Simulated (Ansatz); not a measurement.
The starting structures come from a database of crystals and need not be the phases stable at ambient conditions.

 Where the default PAW files enter, the runs use the earlier of Ansatz's two default sets.

Evanescent states of Li2ZrN2 (P-3m1, not sure to be the ambient phase, 5 atoms a cell, 10.1 Å³ an atom) along the normal of (100)

Computed with r2SCAN (plane waves, PAW; Ansatz, a quantum-chemistry and plane-wave program).

The gap is the functional's own. No spin-orbit coupling. Mid-gap values are interpolated on the energy grid.

Energies count from the valence-band top; κ is the least over a 10×6 mesh across the current.

```json
[
 {"E (eV)": "0.06", "κ (1/Å)": "0.061", "where": "Γ"},
 {"E (eV)": "0.17", "κ (1/Å)": "0.104", "where": "Γ"},
 {"E (eV)": "0.28", "κ (1/Å)": "0.132", "where": "Γ"},
 {"E (eV)": "0.39", "κ (1/Å)": "0.154", "where": "Γ"},
 {"E (eV)": "0.49", "κ (1/Å)": "…", "where": "Γ"},
 {"E (eV)": "0.60", "κ (1/Å)": "…", "where": "Γ"},
 {"E (eV)": "0.71", "κ (1/Å)": "…", "where": "Γ"},
 {"E (eV)": "0.82", "κ (1/Å)": "…", "where": "Γ"},
 {"E (eV)": "0.94", "κ (1/Å)": "…", "where": "Γ"},
 {"E (eV)": "1.04", "κ (1/Å)": "…", "where": "Γ"},
 {"E (eV)": "1.16", "κ (1/Å)": "…", "where": "Γ"},
 {"E (eV)": "1.26", "κ (1/Å)": "…", "where": "Γ"},
 {"E (eV)": "1.38", "κ (1/Å)": "…", "where": "off Γ"},
 {"E (eV)": "1.49", "κ (1/Å)": "…", "where": "off Γ"},
 {"E (eV)": "1.59", "κ (1/Å)": "…", "where": "off Γ"},
 {"E (eV)": "1.71", "κ (1/Å)": "0.194", "where": "off Γ"},
 {"E (eV)": "1.81", "κ (1/Å)": "0.169", "where": "off Γ"},
 {"E (eV)": "1.93", "κ (1/Å)": "0.137", "where": "off Γ"},
 {"E (eV)": "2.04", "κ (1/Å)": "0.089", "where": "off Γ"}
]
```

Q: Complete the blanks.

A: 
- 0.49, κ (1/Å): 0.173
- 0.60, κ (1/Å): 0.188
- 0.71, κ (1/Å): 0.202
- 0.82, κ (1/Å): 0.214
- 0.94, κ (1/Å): 0.224
- 1.04, κ (1/Å): 0.233
- 1.16, κ (1/Å): 0.242
- 1.26, κ (1/Å): 0.249
- 1.38, κ (1/Å): 0.241
- 1.49, κ (1/Å): 0.228
- 1.59, κ (1/Å): 0.213
